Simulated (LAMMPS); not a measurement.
LAMMPS input (classical MD, pair style sw, file CdTeZnSeHgS0.sw):

```
units metal
atom_style atomic
atom_modify map array
boundary p p p
read_data cell.data
replicate 8 8 8
pair_style sw
pair_coeff * * CdTeZnSeHgS0.sw Cd Te Zn Se Hg S
mass 1 112.4140
mass 2 127.6000
mass 3 65.3800
mass 4 78.9710
mass 5 200.5920
mass 6 32.0600
neighbor 1.5 bin
neigh_modify every 1 delay 0 check yes one 6000 page 200000
timestep 0.002
compute xu all property/atom xu yu zu
thermo_style custom step temp pe etotal enthalpy press vol lx ly lz
thermo_modify norm no flush no
thermo 1000
fix br all box/relax aniso 0 vmax 0.001
min_style cg
minimize 0 0.0001 3000 15000
unfix br
velocity all create 675 9747476 dist gaussian mom yes
fix md0 all npt temp 675 2160 0.1 iso 30000 30000 1.0 drag 2.0
run 1500
unfix md0
fix md0 all npt temp 2160 2160 0.1 iso 30000 30000 1.0 drag 2.0
run 1000
unfix md0
fix md0 all npt temp 2160 2160 0.1 iso 30000 30000 1.0
run 3000
unfix md0
change_box all x scale 1.03 y scale 1.03 z scale 1.03 remap
displace_atoms all random 0.6 0.6 0.6 9747476 units box
min_style cg
minimize 0 1 40 200
velocity all create 675 9747476 dist gaussian mom yes
fix md0 all npt temp 675 2565 0.1 iso 30000 30000 1.0 drag 2.0
run 1500
unfix md0
fix md0 all npt temp 2565 2565 0.1 iso 30000 30000 1.0 drag 2.0
run 1000
unfix md0
fix md0 all npt temp 2565 2565 0.1 iso 30000 30000 1.0
run 3000
unfix md0
fix md0 all nvt temp 2160 940 0.1
run 2000
unfix md0
fix md0 all npt temp 940 940 0.1 iso 0 0 1.0 drag 1.0
run 5000
unfix md0
fix md0 all npt temp 940 940 0.1 iso 0 0 1.0
run 15000
unfix md0
change_box all x final 0 52.67153 y final 0 52.67153 z final 0 52.67153 remap units box
fix md0 all nvt temp 940 940 0.1
run 1500
unfix md0
fix vis all ave/time 2 1 2 c_thermo_press[*] file press.txt
fix md0 all nvt temp 940 940 1.0
run 30000
unfix md0
unfix vis
fix md0 all nve
run 4000
unfix md0
```

cell.data:

```
Cd4Te4

8 atoms
6 atom types

0 6.480000 xlo xhi
0 6.480000 ylo yhi
0 6.480000 zlo zhi

Masses

1 112.4140 # Cd
2 127.6000 # Te
3 65.3800 # Zn
4 78.9710 # Se
5 200.5920 # Hg
6 32.0600 # S

Atoms # atomic

1 1 0.000000 0.000000 0.000000
2 2 1.620000 1.620000 4.860000
3 1 0.000000 3.240000 3.240000
4 2 1.620000 4.860000 1.620000
5 1 3.240000 0.000000 3.240000
6 2 4.860000 1.620000 1.620000
7 1 3.240000 3.240000 0.000000
8 2 4.860000 4.860000 4.860000
```

### Question
Predict the state found, the enthalpy per atom, the first peak of g(r), Cd-Te, the coordination number of Cd by Te.

### Answer
state found: slow or partial motion within 60 ps, no clear phase; enthalpy per atom: -1.639 ± 0.006 eV; first peak of g(r), Cd-Te: 2.86 Å, height 6.4; coordination number of Cd by Te: 3.87 (counted to 3.74 Å).

Caution: enthalpy drifts during the constant-pressure average: a transition or slow ageing; fluctuation values are void.
